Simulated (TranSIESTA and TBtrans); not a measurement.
Run with TranSIESTA and TBtrans (open boundaries, self-consistent; PseudoDojo norm-conserving potentials, scalar-relativistic): PAO.BasisSize DZP, PAO.EnergyShift 0.15 eV, XC.Authors PBE, Mesh.Cutoff 150 Ry, ElectronicTemperature 300 K, TS.Voltage 0.0 eV, TBT.Elecs.Eta 0.001 eV, no spin polarisation.

System: naphthalene-1,4-diyl held by thiolate S between two Au chains. Leads: straight Au chain, spacing 2.55 Å. Geometry: 20 atoms about the centre moved by SIESTA (PBE, SZP) to a largest force of 0.09 eV/Å, all others as built. Transport runs along z; the first 6 and the last 6 of the 36 atoms are the lead cells, repeated to infinity.

```xyz
36
Lattice="16.986 0.000 0.000 0.000 16.986 0.000 0.000 0.000 51.381" Properties=species:S:1:pos:R:3 pbc="F F T"
Au     8.493     8.493     0.000
Au     8.493     8.493     2.550
Au     8.493     8.493     5.100
Au     8.493     8.493     7.650
Au     8.493     8.493    10.200
Au     8.493     8.493    12.750
Au     8.493     8.493    15.300
Au     8.493     8.493    17.850
Au     8.293     8.494    20.374
S     10.087     9.153    21.605
C      9.185     8.823    23.139
C      9.287     7.544    23.800
C      8.600     7.259    25.034
C      7.772     8.238    25.696
S      6.899     7.836    27.230
C      7.632     9.559    25.039
C      6.778    10.576    25.622
C      6.659    11.855    25.015
C      7.410    12.166    23.814
C      8.235    11.179    23.211
C      8.351     9.857    23.796
H      9.952     6.736    23.302
H      8.697     6.215    25.528
H      6.222    10.249    26.590
H      5.964    12.660    25.474
H      7.328    13.225    23.352
H      8.858    11.341    22.242
Au     8.634     8.635    28.457
Au     8.493     8.493    30.981
Au     8.493     8.493    33.531
Au     8.493     8.493    36.081
Au     8.493     8.493    38.631
Au     8.493     8.493    41.181
Au     8.493     8.493    43.731
Au     8.493     8.493    46.281
Au     8.493     8.493    48.831
```

Problem. Give the largest eigenchannel transmissions at the Fermi level (four at most) and the total.

Solution. 0.74; total 0.74. The leads' channel count changes near -0.01 eV, within the thermal window, so values at the Fermi level hang on where that band edge falls. The leads are straight chains one atom wide, held at their spacing: model electrodes, not surfaces. Semilocal functionals put molecular levels too close to the Fermi level and tend to overestimate such conductances.
